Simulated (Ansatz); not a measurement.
Take HfO2 (space group P4_2/nmc, No. 137; a = 3.568 Å, c = 5.167 Å) as the base. Axes: x, y, z lie along a, b, c of the conventional cell.

The change: uniaxial stress, 8 GPa tension along z; all other stress components relax to zero.

Levels (all Ansatz, a first-principles code, PAW, earlier PAW set): PBEsol (420 eV, scalar-relativistic without spin-orbit coupling); r2SCAN (500 eV, no spin-orbit coupling).

The geometry is relaxed with PBEsol.

| Item | Result |
|---|---|
| PBEsol gap character | indirect, Z → Γ |
| PBEsol pressure | -26.6 kbar |
| PBEsol band gap | 4.61 eV |

Problem. Predict the gap character, pressure and band gap from r2SCAN.

Solution. The gap character stays indirect, Z → Γ; the pressure rises by 18.4 kbar to -8.2 kbar; the band gap grows by 0.667 eV to 5.27 eV.

Single points use the geometry relaxed with PBEsol. Their cutoffs differ, which shifts pressures a little. Spin-orbit coupling, missing from the scalar runs, can matter with Hf. Load acts through the strain it causes; cell and atoms are relaxed under it. Stability under load was not tested beyond the relaxation. This is not the structure that HfO2 has at room temperature and ambient pressure.
